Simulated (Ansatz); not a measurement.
Take SnSe2 in the CdI2 type structure (space group P-3m1, No. 164; a = 3.794 Å, c = 5.744 Å; layered, stacked along the Cartesian z axis) as the base. Axes: x lies along a and z along c of the hexagonal cell.

All numbers come from PBEsol-D3(BJ) (Ansatz, a first-principles code, PAW, no spin-orbit coupling).

Strains are applied to the cell and any free atomic positions relax; under biaxial strain the out-of-plane vector relaxes too.

One change was made to it. Results:

```csv
quantity,base,after
"pressure (mean of the normal stresses, compression positive)",0.0 GPa,-1.5 GPa
volume per atom,23.86 Å³,23.99 Å³
band gap,zero,zero
```

What was done to the base?
A) biaxial strain +3.00 %, plane normal [001], relaxed out of plane
B) biaxial strain −0.50 %, plane normal [001], relaxed out of plane
C) biaxial strain +1.00 %, plane normal [001], relaxed out of plane
D) biaxial strain −3.00 %, plane normal [001], relaxed out of plane

A, biaxial strain +3.00 %, plane normal [001], relaxed out of plane. For comparison, the pressure in the other runs: biaxial strain +1.00 %, plane normal [001], relaxed out of plane gives -0.7 GPa; biaxial strain −3.00 %, plane normal [001], relaxed out of plane gives 2.6 GPa; biaxial strain −0.50 %, plane normal [001], relaxed out of plane gives 0.4 GPa.

The mesh was chosen for an insulator and is coarse for the gapless case. No phonon test of stability was made. All final runs are without spin polarisation. Gaps under 0.05 eV, about the width of the smearing, are given as zero. A zero or small gap of SnSe2 can be the functional's error rather than a property of the material.
